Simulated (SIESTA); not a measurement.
Band structure of SiO₂ (P4_2/mnm, 6 atoms in the cell).

```yaml
crystal:
  lattice:
    - [4.16205, 0.00000, 0.00000]
    - [0.00000, 4.16205, 0.00000]
    - [0.00000, 0.00000, 2.64824]
  atoms:
    - { symbol: Si, position: [0.50000, 0.50000, 0.50000] }
    - { symbol: Si, position: [0.00000, 0.00000, 0.00000] }
    - { symbol: O, position: [0.69316, 0.69316, 0.00000] }
    - { symbol: O, position: [0.30684, 0.30684, 0.00000] }
    - { symbol: O, position: [0.80684, 0.19316, 0.50000] }
    - { symbol: O, position: [0.19316, 0.80684, 0.50000] }
```

Computed with GGA PBE, numerical atomic orbitals DZP, PseudoDojo PBE standard norm-conserving potentials (rewritten from UPF to PSML) (SIESTA 5.4.2).

Settings: XC.functional = GGA; XC.authors = PBE; potentials = PseudoDojo PBE standard; PAO.BasisSize = DZP; PAO.EnergyShift = 0.01 Ry; MeshCutoff = 350 Ry; kgrid.MonkhorstPack = 4 4 6; OccupationFunction = FD; ElectronicTemperature = 10 K; MaxSCFIterations = 150; SCF.Mixer.Method = Pulay; SCF.Mixer.Weight = 0.25; SCF.Mixer.History = 6; SCF.DM.Tolerance = 1.0E-05.

The starting cell comes from a database of computed structures (which also holds hypothetical and non-ambient phases and stackings), without a prior relaxation at this level. Its lattice was rescaled by a random factor within 2.5 % of one. Values carry the incompleteness of an atom-centred basis.

Question: Predict the gap along the standard path and the places of the band edges.

Answer: The gap along the path is 5.88 eV, direct at Γ to within 0.01 eV.

Levels in eV from the top of the valence band on the path, bands 13 to 17:
| point | 13 | 14 | 15 | 16 | 17 |
|---|---|---|---|---|---|
| Γ | -2.69 | -0.89 | -0.89 | 0.00 | 5.88 |
| X | -2.87 | -2.87 | -1.12 | -1.12 | 7.94 |
| M | -2.71 | -2.71 | -2.37 | -2.37 | 7.53 |
| Z | -3.14 | -3.14 | -2.80 | -2.80 | 9.32 |
| R | -2.45 | -2.45 | -1.77 | -1.77 | 8.99 |
| A | -1.85 | -1.85 | -1.56 | -1.56 | 7.37 |

Higher empty bands are left out: an atom-centred basis made for the valence describes them poorly.
